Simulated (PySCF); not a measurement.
PySCF 2.14.0, R2SCAN/def2-svp, df: CC(C)CC(C)[OH2+], charge +1, multiplicity 1, 22 atoms. The geometry is a generated start, not checked to be a minimum at this level.

```yaml
task: energy
method: r2scan
basis: def2-svp
two_electron_scheme: density fitting
mol.max_memory: 3000 MB
mf.max_cycle: 100
mf.init_guess: minao (default)
mf.DIIS: CDIIS (default)
mf.diis_space: 8 (default)
mf.conv_tol: 1e-09 (default)
mf.grids.level: 3 (default)
basis_functions: 173
grid_points: 245912
```

```xyz
22

C      1.6475    -0.9537    -0.8175
C      1.3244    -0.1983     0.4681
C      1.6818     1.2796     0.3433
C     -0.1327    -0.4316     0.9407
C     -1.2022    -0.3483    -0.1322
C     -1.4872     1.0139    -0.7080
O     -2.4992    -0.7580     0.5794
H      1.3848    -2.0056    -0.7359
H      1.1362    -0.5220    -1.6753
H      2.7144    -0.8955    -1.0110
H      1.9494    -0.6113     1.2660
H      1.1997     1.7513    -0.5060
H      2.7551     1.3773     0.2058
H      1.4119     1.8219     1.2458
H     -0.3593     0.2882     1.7280
H     -0.1695    -1.4353     1.3727
H     -1.0317    -1.0871    -0.9192
H     -1.5716     1.7623     0.0749
H     -0.6773     1.3002    -1.3717
H     -2.4007     1.0076    -1.3013
H     -3.2617    -0.7116    -0.0344
H     -2.4119    -1.6440     0.9877
```

Charge 1 and multiplicity 1 are set for this test and not shown to be the ground state.

One run each on 2 threads, 1 BLAS thread. Values of level_shift (Hartree) tried: 0 (default), 0.1, 0.3, 1.

Q: How does the count of Fock builds change with level_shift (Hartree), and where is it least?

A: Fewest Fock builds, within one of each other: 0 (default) with 12, 0.1 with 12, 0.3 with 13. The count rises to 27 at 1. All converge to one solution.

```tsv
level_shift (Hartree)	Fock builds	end
0 (default)	12	same solution
0.1	12	same solution
0.3	13	same solution
1	27	same solution
```
